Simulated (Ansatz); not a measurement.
Band structure of LuBi2ClO4 (P4/mmm, 8 atoms in the cell).

```yaml
crystal:
  lattice:
    - [3.85715, 0.00000, 0.00000]
    - [0.00000, 3.85715, 0.00000]
    - [0.00000, 0.00000, 9.01524]
  atoms:
    - { symbol: Lu, position: [0.00000, 0.00000, 0.00000] }
    - { symbol: Bi, position: [0.50000, 0.50000, 0.27571] }
    - { symbol: Bi, position: [0.50000, 0.50000, 0.72429] }
    - { symbol: Cl, position: [0.00000, 0.00000, 0.50000] }
    - { symbol: O, position: [0.50000, 0.00000, 0.85157] }
    - { symbol: O, position: [0.50000, 0.00000, 0.14843] }
    - { symbol: O, position: [0.00000, 0.50000, 0.85157] }
    - { symbol: O, position: [0.00000, 0.50000, 0.14843] }
```

Method: LDA (PW92), default PAW files made with PBE (plane waves; Ansatz, a quantum-chemistry and plane-wave program).

Settings: kpoints.mp_grid.grid = 7 7 3; hamiltonian.xc = lda; hamiltonian.pseudopotentials = {kind: paw} (the program's default PAW files); scf.occupations.method = fixed; kpoints.band_path.npoints = 8.

The starting cell comes from a database of computed structures (which also holds hypothetical and non-ambient phases and stackings), without a prior relaxation at this level. Spin-orbit coupling is off.

### Question
Predict the gap along the standard path and the places of the band edges.

### Answer
The gap along the path is 1.10 eV, from A to Γ; the smallest direct gap on it is 1.46 eV.

Levels in eV from the top of the valence band on the path, bands 40 to 47:
| point | 40 | 41 | 42 | 43 | 44 | 45 | 46 | 47 |
|---|---|---|---|---|---|---|---|---|
| Γ | -0.78 | -0.78 | -0.74 | -0.36 | 1.10 | 3.58 | 5.17 | 5.17 |
| X | -1.41 | -1.31 | -0.62 | -0.58 | 2.71 | 4.58 | 4.81 | 5.11 |
| M | -1.05 | -0.96 | -0.80 | 0.00 | 3.58 | 3.58 | 3.70 | 4.54 |
| Z | -0.77 | -0.77 | -0.75 | -0.68 | 1.60 | 3.01 | 5.20 | 5.20 |
| R | -1.48 | -1.42 | -1.18 | -0.26 | 3.49 | 4.28 | 4.77 | 5.03 |
| A | -1.05 | -0.96 | -0.80 | 0.00 | 3.32 | 3.32 | 4.71 | 4.71 |

Keys are those of Ansatz 0.2.
